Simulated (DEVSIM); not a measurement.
Structure: illuminated Si p-on-n cell, one wavelength, at 300 K.

```tsv
layer (left to right)	material	thickness (μm)	Nd (cm⁻³)	Na (cm⁻³)	τn (s)	τp (s)	absorption coefficient (cm⁻¹)
1	Si	0.360	-	5.7e18	1.5e-6	7.1e-7	490
2	Si	51.0	1.3e16	-	8.5e-6	8.5e-6	490
```

Left contact: ohmic, minority electron recombination velocity 800 cm/s. Right contact: ohmic, minority hole recombination velocity 5e5 cm/s. Voltage is applied to the left contact. Recombination: SRH at mid-gap, radiative, Auger. Light enters at the left, 1.7e17 photons cm⁻² s⁻¹, one pass, no reflection. Mobility is μmin + (μ − μmin)/(1 + (N/Nref)^α).

Constants are typed, rounded textbook-type inputs, not results; the design itself was drawn at random and stands for no fabricated device. Values at 300 K.

```csv
parameter,Si
gap (eV),1.124
affinity (eV),4.05
permittivity,11.7
Nc (cm⁻³),2.86e19
Nv (cm⁻³),3.1e19
μn (cm²/Vs),1417
μp (cm²/Vs),470
"μn,min",52
"μp,min",45
"Nref,n",9.7e16
"Nref,p",2.2e17
αn,0.68
αp,0.72
B (cm³/s),4.7e-15
Cn (cm⁶/s),2.8e-31
Cp (cm⁶/s),9.9e-32
```

Model (solved in DEVSIM): 1D drift-diffusion, Boltzmann statistics, complete ionisation; no tunnelling, impact ionisation, image-force lowering or self-heating.

The doping Na of layer 1 was swept, all else fixed.

```json
[
 {"doping Na of layer 1 (cm^-3)": "1.7e17", "potential step across the device at zero bias (V)": "0.790", "largest field in the device at zero bias (V/cm)": "53000"},
 {"doping Na of layer 1 (cm^-3)": "5.7e17", "potential step across the device at zero bias (V)": "0.822", "largest field in the device at zero bias (V/cm)": "62000"},
 {"doping Na of layer 1 (cm^-3)": "1.7e18", "potential step across the device at zero bias (V)": "0.850", "largest field in the device at zero bias (V/cm)": "84000"},
 {"doping Na of layer 1 (cm^-3)": "5.7e18", "potential step across the device at zero bias (V)": "0.881", "largest field in the device at zero bias (V/cm)": "140000"}
]
```

From the first row to the last the potential step across the device at zero bias goes from 0.790 to 0.881. From the first row to the last the largest field in the device at zero bias goes from 53000 to 140000.
